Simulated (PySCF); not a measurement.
PySCF 2.14.0, PBE0/def2-svp, df: Si(Cl)2(Vi)(NMe2) (C=C[Si](Cl)(Cl)N(C)C), 17 atoms. The geometry is a generated start, not checked to be a minimum at this level.

```json
{
  "task": "energy",
  "method": "pbe0",
  "basis": "def2-svp",
  "two_electron_scheme": "density fitting",
  "mol.max_memory": "3000 MB",
  "mf.max_cycle": "100",
  "mf.init_guess": "minao (default)",
  "mf.DIIS": "CDIIS (default)",
  "mf.diis_space": "8 (default)",
  "mf.conv_tol": "1e-09 (default)",
  "mf.grids.level": "3 (default)",
  "basis_functions": "169",
  "grid_points": "215592"
}
```

```xyz
17

C      2.7952     0.4772    -0.3252
C      1.9913    -0.2046     0.4763
Si     0.4266    -1.0960    -0.0756
Cl     0.6469    -1.6957    -2.0129
Cl     0.1290    -2.7445     1.0580
N     -0.9167    -0.0560     0.1782
C     -0.8626     1.3437    -0.1820
C     -2.2786    -0.5241     0.3404
H      3.6784     0.9822     0.0360
H      2.6066     0.5592    -1.3832
H      2.2374    -0.2557     1.5305
H     -1.3105     1.5211    -1.1646
H     -1.4121     1.9319     0.5577
H      0.1708     1.6825    -0.2007
H     -2.8349    -0.4544    -0.5981
H     -2.2808    -1.5564     0.6769
H     -2.7860     0.0896     1.0880
```

One run each on 2 threads, 1 BLAS thread. Values of level_shift (Hartree) tried: 0 (default), 0.1, 0.3, 1.

Which value of level_shift (Hartree) needs the fewest Fock builds, and what happens away from it?

Fewest Fock builds, within one of each other: 0 (default) with 12, 0.1 with 12. The count rises to 33 at 1. All converge to one solution.

```tsv
level_shift (Hartree)	Fock builds	end
0 (default)	12	same solution
0.1	12	same solution
0.3	15	same solution
1	33	same solution
```
